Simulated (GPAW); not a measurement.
GPAW run on CsLiBr2 (P4/nmm, 8 atoms in the cell): self-consistent single point.

Level of theory: LDA (Perdew-Wang 92), GPAW PAW datasets LDA (gpaw-data 1.0.1) (plane waves; GPAW).

The change in words: lattice scaled by 0.98. Reference geometry:
```
CELL_PARAMETERS angstrom
      5.18124     0.00000     0.00000
      0.00000     5.18124     0.00000
      0.00000     0.00000     9.93006
ATOMIC_POSITIONS crystal
  Cs 0.00000 0.50000 0.30003
  Cs 0.50000 0.00000 0.69997
  Li 0.50000 0.00000 0.08248
  Li 0.00000 0.50000 0.91752
  Br 0.00000 0.50000 0.66592
  Br 0.50000 0.00000 0.33408
  Br 0.00000 0.00000 0.00000
  Br 0.50000 0.50000 0.00000
```

Reference input (self-consistent single point, DFT LDA (Perdew-Wang 92), plane waves, GPAW PAW datasets LDA (gpaw-data 1.0.1)): mode = pw; ecut = 550 eV; xc = LDA; kpts = 3 3 2; mesh shift (steps) = 0 0 0; occupations.name = fermi-dirac; occupations.width = 0 eV; nbands = -6; convergence.bands = -4; symmetry.symmorphic = false; symmetry.tolerance = 0.0005; maxiter = 100. This run's input differs from it in these lines:

```diff
@@ -5,5 +5,5 @@
 atoms = Atoms(['Cs', 'Cs', 'Li', 'Li', 'Br', 'Br', 'Br', 'Br'],
-              cell=[[5.181240, 0.000000, 0.000000],
-                    [0.000000, 5.181240, 0.000000],
-                    [0.000000, 0.000000, 9.930060]],
+              cell=[[5.077615, 0.000000, 0.000000],
+                    [0.000000, 5.077615, 0.000000],
+                    [0.000000, 0.000000, 9.731459]],
               scaled_positions=[[0.000000, 0.500000, 0.300030],
```

Output (repeated stretches shortened):

```
     iter     time        total  log10-change:
                         energy   eigst   dens
iter:   1 --:--:--   -28.858867   -0.41
iter:   2 --:--:--   -28.747019   -1.24  -1.27
iter:   3 --:--:--   -28.247036   -1.32  -1.30
iter:   4 --:--:--   -28.187509   -1.59  -1.54
iter:   5 --:--:--   -28.197481   -2.10  -1.68
iter:   6 --:--:--   -28.166861   -1.89  -1.95
iter:   7 --:--:--   -28.163810   -1.88  -2.31
iter:   8 --:--:--   -28.163316c  -2.17  -2.49
iter:   9 --:--:--   -28.163082c  -2.84  -2.75
iter:  10 --:--:--   -28.162853c  -3.20  -2.94
iter:  11 --:--:--   -28.162846c  -3.63  -3.32
iter:  12 --:--:--   -28.162854c  -3.84  -3.36
   [... 2 lines left out ...]
iter:  15 --:--:--   -28.162838c  -5.06  -3.67
iter:  16 --:--:--   -28.162836c  -5.64  -3.92
iter:  17 --:--:--   -28.162836c  -6.39  -3.99
iter:  18 --:--:--   -28.162836c  -6.82  -4.00
iter:  19 --:--:--   -28.162837c  -6.59  -4.00c
iter:  20 --:--:--   -28.162834c  -6.99  -4.07c
iter:  21 --:--:--   -28.162834c  -7.29  -4.66c
iter:  22 --:--:--   -28.162834c  -7.97c -4.54c
Converged after 22 iterations.

Dipole moment: (0.000000, 0.000000, 0.000000) |e|*Ang

Energy contributions relative to reference atoms: (reference = -706917.925676)

Kinetic:        +33.491163
Potential:      -32.743181
External:        +0.000000
XC:             -28.790027
Entropy (-ST):   +0.000000
Local:           -0.120789
SIC:             +0.000000
--------------------------
Free energy:    -28.162834
Extrapolated:   -28.162834

Showing only first 2 kpts
 Kpt  Band  Eigenvalues  Occupancy
  0    22      1.04211    2.00000
  0    23      1.04211    2.00000
  0    24      5.41241    0.00000
  0    25      6.47797    0.00000

  1    22      1.02647    2.00000
  1    23      1.02647    2.00000
  1    24      6.18428    0.00000
  1    25      6.44639    0.00000

Fermi level: 3.33730

Gap: 4.150 eV
Transition (v -> c):
   [... lines left out ...]
Direct gap: 4.370 eV
   [... lines left out ...]
  2 Li    0.00000    0.00000   -0.01355
  3 Li    0.00000    0.00000    0.01355
  4 Br    0.00000    0.00000   -0.05869
  5 Br    0.00000    0.00000    0.05869
  6 Br    0.00000    0.00000    0.00000
  7 Br    0.00000    0.00000    0.00000

Stress tensor:
     0.004960     0.000000    -0.000000
     0.000000     0.004960     0.000000
    -0.000000     0.000000     0.004304
Stress (GPa, Voigt): [ 0.7948  0.7948  0.6896  0.     -0.      0.    ]
```

The run converged in 22 iterations. GPAW prints stress with tension positive. Against the reference run the free energy falls by 15.3 meV/atom, the pressure goes from -1.71 to -0.76 GPa, the largest force goes from 0.050 to 0.059 eV/Å and the gap on the mesh goes from 4.017 to 4.150 eV.

The starting cell comes from a database of computed structures (which also holds hypothetical and non-ambient phases and stackings), without a prior relaxation at this level. For this run, on top of that: lattice scaled by 0.98.
